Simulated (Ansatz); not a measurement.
Results of r²SCAN (Ansatz, a program for electronic structure, plane waves, PAW) for ScRh3N (model structure, started from the Ni3MgC type, Pm-3m, No. 221, 5 atoms in the cell).

Settings: plane-wave cutoff 560 eV, 14×14×14 k mesh, Fermi–Dirac smearing 0.05 eV, spin-polarised with parallel moments, scalar-relativistic PAW data made under PBE.

Cell (relaxed at this level):

```
Rh3ScN
1.0
    4.07563     0.00000     0.00000
    0.00000     4.07563     0.00000
    0.00000     0.00000     4.07563
Sc Rh N
1 3 1
Direct
  0.00000   0.00000   0.00000
  0.00000   0.50000   0.50000
  0.50000   0.00000   0.50000
  0.50000   0.50000   0.00000
  0.50000   0.50000   0.50000
```
Starting moments (μB, in the order of the record's atoms Sc Rh Rh Rh N): 0.0 1.0 1.0 1.0 0.0.

Q: Predict the bulk modulus B0.

A: 
- bulk modulus B0 = 223 GPa

The run finds no gap.

Note: the magnetic order was assumed, not searched for or taken from measurement; the bulk modulus is −V dP/dV from two relaxed cells at ±2 % in volume; the moments ended far under their starting size, a low-moment state that need not be the lowest; the relaxation could raise the start's symmetry but not lower it, so the cell can be a saddle point.

The computed numbers hold no vibrational or temperature effects.

A model structure was made by putting elements into a prototype or built by hand; it is no filed structure, need not be a known phase, and can be a saddle point held by its symmetry.
